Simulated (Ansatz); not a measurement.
Electron-phonon data for MgLa (Pm-3m)

Here is the system:

```
CELL_PARAMETERS angstrom
      3.90884     0.00000     0.00000
      0.00000     3.90884     0.00000
      0.00000     0.00000     3.90884
ATOMIC_POSITIONS crystal
  La 0.50000 0.50000 0.50000
  Mg 0.00000 0.00000 0.00000
```

The numbers are results of PBEsol, DFPT electron-phonon coupling, linearised Boltzmann equation (plane waves, PAW, scalar-relativistic; Ansatz, an electronic-structure program), not measurements. How the cell was made: relaxed with this functional, without spin-orbit coupling.

The resistivity at 300 K is 41 μΩ·cm and the resistivity at 77 K comes out as 8.4 μΩ·cm. The electron mean free path at 300 K (weighted by the current that each state carries) is 3.8 nm, the electron-phonon coupling λ comes out as 0.51 and the transport coupling λ_tr is 0.56. The logarithmic mean phonon energy is 9.9 meV. The density of states at the Fermi level is 1.13 states/(eV·spin·cell) and the drude plasma energy comes out as 3.8 eV. The Hall coefficient at 300 K comes out as -9.7 ×10⁻¹¹ m³/C.

A metal at this level (no band gap). Only scattering by harmonic phonons is included (no impurities, grain boundaries, electron-electron scattering or thermal expansion). Spin-orbit coupling is left out. The self-energy correction of the phonons between q points moved λ by 3 %. The run warned that the eigensolver left some states short of its tolerance. Halving the electron mesh (24x24x24) moves the resistivity by up to 2 % at 300 K, the mean free path by up to 3 %, the coupling by up to 3 %. Smearing 0.20 eV; phonons on a 4x4x4 q mesh, which this run doesn't test and which matters most at low temperature.

Formula and space group known from diffraction (Crystallography Open Database), not checked to be the room-temperature form: MgLa (Pm-3m).
